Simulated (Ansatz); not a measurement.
An Ansatz (a quantum-chemistry and plane-wave program) run: Mo with a change (Mo → W); DFT with PBEsol, PAW potentials and a 420 eV plane-wave cutoff in Ansatz, no SOC.

Input:

Ansatz 0.2 input:
```yaml
crystal:
  lattice:
    - [-1.5771488613, 1.5771488613, 1.5771488613]
    - [1.5771488613, -1.5771488613, 1.5771488613]
    - [1.5771488613, 1.5771488613, -1.5771488613]
  atoms:
    - { symbol: W, position: [0, 0, 0] }
basis: { ecutwfc: 420, ecutrho_ratio: 4, xc_grid: 2, fft_grid_basis: typed }
kpoints: { mp_grid: { grid: [21, 21, 21] } }
hamiltonian:
  xc: pbesol
  dispersion: none
  pseudopotentials: { kind: paw }
scf: { occupations: { method: fermi_dirac, width: 0.05 }, convergence: { dr2_threshold: 0.0000000001 } }
output: { forces: true, stress: true }
checkpoint: { write: state.ck, write_every: 1000 }
```

Output:

```
WARN ansatz: RAYON_NUM_THREADS=1 ignored (pool sized by the plan → 1); use --threads N
Pseudopotentials: kind: paw
Pseudopotential: W, paw, valence charge 14
Functional definition: PBEsol
Crystal: 1 atoms, lattice volume = 15.692 Å³
Basis set: ecut = 420 eV, 321 PW (Γ), exchange–correlation on 40×40×40 points (8 copies of the dense FFT grid, shifted against one another)
Bands: 11, of which v1, the nominal top of the filled ones, is band 7 counted from 1 (6 counted from 0)
Symmetry: 48 space group operations
Space group: Im-3m (ITA 229), of the structure as read, at distance tolerance 2.5e-5 Å
k-points: 286 of 9261
PAW frozen core: W, regenerated for the run's functional, and the local potential with it
Initial density: superposition of atomic densities (neutral atoms: chi_scale 0, normalization atom), corrected by the library's trained network
Initial wavefunctions: pseudopotential atomic-orbital guess
Eigensolver: davidson
Functional: x = pbesol(κ = 0.804, μ = 0.12345679012345678), c = pbesol(β = 0.046)
SCF iter   1: F=—  HF=-10256.565351 eV  |F-HF|=—  |Δ(HF+E_count)|=         —  Δρ=2.05e-3  dr2=1.47e-4  ethr=1.77e-3  ⟨swp⟩=5.1  Hψ=16652  notcnv=0
all-band conjugate gradients solve this SCF's bands
preconditioner: auto → none
SCF iter   2: F=—  HF=-10256.565130 eV  |F-HF|=—  |Δ(HF+E_count)|=   2.21e-4  Δρ=1.07e-3  dr2=4.26e-5  ethr=1.05e-6  ⟨swp⟩=2.1  Hψ=7155  notcnv=0
SCF iter   3: F=—  HF=-10256.565168 eV  |F-HF|=—  |Δ(HF+E_count)|=   3.79e-5  Δρ=2.70e-4  dr2=8.11e-6  ethr=3.04e-7  ⟨swp⟩=2.0  Hψ=4691  notcnv=0
SCF iter   4: F=—  HF=-10256.565165 eV  |F-HF|=—  |Δ(HF+E_count)|=   3.41e-6  Δρ=7.94e-5  dr2=7.44e-7  ethr=5.80e-8  ⟨swp⟩=2.8  Hψ=4793  notcnv=0
SCF iter   5: F=—  HF=-10256.565165 eV  |F-HF|=—  |Δ(HF+E_count)|=   5.43e-8  Δρ=3.87e-6  dr2=8.96e-10  ethr=5.31e-9  ⟨swp⟩=2.0  Hψ=4728  notcnv=0
SCF iter   6: F=-10256.565165 eV  HF=-10256.565165 eV  |F-HF|=0.00e0  |Δ(HF+E_count)|=  2.84e-10  Δρ=2.13e-7  dr2=4.89e-12  ethr=1.00e-12  ⟨swp⟩=5.0  Hψ=11148  notcnv=0
SCF 1 converged in 6 iterations: F = -10256.565165 eV  dr2 = 4.89e-12
SCF converged after 6 iterations
Free energy (F): -10256.565165 eV
Harris-Foulkes:  -10256.565165 eV  (|F-HF|=0.00e0)
Internal energy: -10256.559879 eV  (E = F + TS)
E sigma→0 (E₀):  -10256.562522 eV
Entropy (-TS):   -0.005286 eV (-5.286 meV/atom)
Fermi energy:    22.779361 eV
--- Per-component energies (eV) ---
  E_band       = -80.062409
  E_kinetic    = 450.732775
  E_local      = -594.057226  (includes V_loc(G=0)·N_el)
  E_nonlocal   = 3.016834
  E_hartree    = 213.149918
  E_xc         = -265.432620
  E_vxc        = -238.907472  (∫ρ·V_xc dr)
  E_paw        = -8436.076177  (= ΣΔE_a)
  E_vpaw       = -127.147156  (= ΣTr[D̂ρ^β])
  E_aug_tail   = -0.000058  (compensation charges beyond the density's cutoff)
  E_ewald      = -1628.115117
  E_core_change = 0.221792  (= ΣΔE_core)
  E_smearing   = -0.005286  (= −TS)
  E_closure    = 0.000000  (closes the sum)
  Σ components = -10256.565165   (vs F -10256.565165, Δ=0.00e0)
  [band-id]    e_kinetic+e_local+e_nonlocal+2·e_hartree+e_vxc+e_vpaw+e_augmentation_tail = -80.062467   (vs E_band -80.062409, Δ=-5.83e-5)
--- Forces (eV/Å), atoms counted from 1 ---
  atom   1  W      0.00000000    -0.00000000     0.00000000
  max |Σ_I F_I| component: 9.66e-32 eV/Å
--- Stress (GPa, compression-positive) ---
       -0.000991      -0.000000       0.000000
        0.000000      -0.000991      -0.000000
       -0.000000      -0.000000      -0.000991
  P = ⅓ Tr σ = -0.0010 GPa (-0.010 kbar)
  The stress holds the Pulay correction. Without it, at fixed plane waves, as pw.x and ABINIT print it: P = -0.0637 GPa
  The stress includes an estimate of the error left by incomplete SCF convergence (largest component 0.0003 GPa).
--- Band table ---
  band table: none
```

Whether these cells are dynamically stable was not tested. The final runs are not spin-polarised. The cell was made from Mo by this change: Mo → W.
